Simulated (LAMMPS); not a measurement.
LAMMPS 22 Jul 2025, classical MD, MEAM (library.meam): Si, 2744 atoms.

```yaml
task: MD, nve
potential: MEAM, library.meam
copies_of_the_repeat_unit: 7×7×7
shape (slab and sphere leave vacuum in the box): bulk
neighbor_skin: 2 Å
neigh_modify: every 1 delay 0 check yes
newton: on (default)
atom_modify sort (bins of 2 Å where set): 1000 (default)
comm_style: brick (default)
box: 38.0 × 38.0 × 38.0 Å
start: generated diamond lattice, warmed in an untimed run
```

All runs start from one configuration, warmed at this fixed volume for 1000 steps under a thermostat at 100 K. The run at the shortest step has a mean temperature of 99.1 K and a mean pressure of 0.3 GPa.

Each run covers about 2.0 ps at constant energy (mean temperature 99.1 K at the shortest step); σ is the standard deviation over the printed steps. Single runs; times are not shown.

Steps tried: 0.5 fs, 1 fs, 2 fs, 2.5 fs, 4 fs, 5 fs, 8 fs, 10 fs, 16 fs, 20 fs, 32 fs.

Problem. Choose the longest time step that keeps σ(total energy)/σ(kinetic energy) under 1 %.

Solution. 1 fs. The run fails or blows up at 10 fs, 16 fs, 20 fs, 32 fs.

| time step | σ(E total)/σ(E kinetic) | last minus first total energy (meV/atom) | mean temperature (K) |
|---|---|---|---|
| 0.5 fs | 0.00079 | under 0.001 | 99.1 |
| 1 fs | 0.0032 | under 0.001 | 99.0 |
| 2 fs | 0.013 | under 0.001 | 98.7 |
| 2.5 fs | 0.021 | under 0.001 | 98.4 |
| 4 fs | 0.054 | +0.0073 | 97.1 |
| 5 fs | 0.087 | +0.023 | 95.9 |
| 8 fs | 0.37 | +0.45 | 90.9 |
| 10 fs | stops: Lost atoms | — | — |
| 16 fs | stops: Lost atoms | — | — |
| 20 fs | stops: Lost atoms | — | — |
| 32 fs | stops: Lost atoms | — | — |

The bar is a choice.
